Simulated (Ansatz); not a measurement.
**Ni3Ge under load (space group Pm-3m): band-structure transport figures**

Consider the following.

```
Ni3Ge
1.0
    3.49962     0.00000     0.00000
    0.00000     3.49962     0.00000
    0.00000     0.00000     3.49962
Ni Ge
3 1
Direct
  0.50000   0.00000   0.50000
  0.00000   0.50000   0.50000
  0.50000   0.50000   0.00000
  0.00000   0.00000   0.00000
```

All values below come from PBEsol, rigid bands (plane waves, PAW, scalar-relativistic; Ansatz, a quantum-chemistry and plane-wave program). Condition of this run: hydrostatic pressure 5 GPa (the target of the relaxation). Cell: cell and atoms relaxed with PBEsol, then loaded as said.

| Quantity | Result |
|---|---|
| density of states at the Fermi level | 2.21 states/(eV·cell), both spins |
| bare Sommerfeld coefficient | 1.30 mJ/(mol of atoms·K²) |
| Drude plasma energy | 1.81 eV |
| root-mean-square Fermi velocity | 1.6e5 m/s |
| resistivity times τ | 149 ×10⁻²² Ω·m·s |

A metal at this level (no band gap); rigid bands, thermally averaged at 300 K, both spins. Spin-orbit coupling is left out. τ is one relaxation time for all states.

Treated as nonmagnetic (a ferromagnetic start lost its moment, other orders weren't tried): Ni3Ge under load (space group Pm-3m).
